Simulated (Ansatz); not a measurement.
Reference: MgSe (Fm-3m), PBEsol with spin-orbit coupling, rigid bands (plane waves, PAW; Ansatz, a first-principles code); axes and stresses refer to this cell.

```xyz
2
Lattice="0.0000 2.7249 2.7249 2.7249 0.0000 2.7249 2.7249 2.7249 0.0000" Properties=species:S:1:pos:R:3 pbc="T T T"
Mg     0.0000     0.0000     0.0000
Se     2.7249     2.7249     2.7249
```

Seebeck coefficient, p-type 1e19 cm⁻³: 361 μV/K
hole conductivity mass: 0.95 mₑ
electron conductivity mass: 0.29 mₑ

Problem. Change: functional PBE, cell relaxed with it. What happens to Seebeck coefficient, p-type 1e19 cm⁻³, hole conductivity mass, electron conductivity mass?

Solution. Seebeck coefficient, p-type 1e19 cm⁻³ moves little, to 368 μV/K; hole conductivity mass goes up to 1.01 mₑ; electron conductivity mass moves little, to 0.29 mₑ.

Problem. Change: hydrostatic pressure 10 GPa. What happens to Seebeck coefficient, p-type 1e19 cm⁻³, hole conductivity mass, electron conductivity mass?

Solution. Seebeck coefficient, p-type 1e19 cm⁻³ falls to 339 μV/K; hole conductivity mass decreases to 0.82 mₑ; electron conductivity mass moves little, to 0.30 mₑ.

Problem. Change: hydrostatic pressure 2 GPa. What happens to Seebeck coefficient, p-type 1e19 cm⁻³, hole conductivity mass, electron conductivity mass?

Solution. Seebeck coefficient, p-type 1e19 cm⁻³ moves little, to 355 μV/K; hole conductivity mass falls to 0.92 mₑ; electron conductivity mass moves little, to 0.30 mₑ.

Problem. Change: hydrostatic pressure 5 GPa. What happens to Seebeck coefficient, p-type 1e19 cm⁻³, hole conductivity mass, electron conductivity mass?

Solution. Seebeck coefficient, p-type 1e19 cm⁻³ shrinks to 349 μV/K; hole conductivity mass falls to 0.88 mₑ; electron conductivity mass moves little, to 0.30 mₑ.

Masses are for dilute carriers at 300 K, harmonic means over directions unless an axis is named. Seebeck coefficients are for the stated density at 300 K, with one relaxation time for all states and whether or not that doping can be reached. Stresses and pressures are the targets of the relaxation.  The structure type is held under load, also where the real crystal would transform.
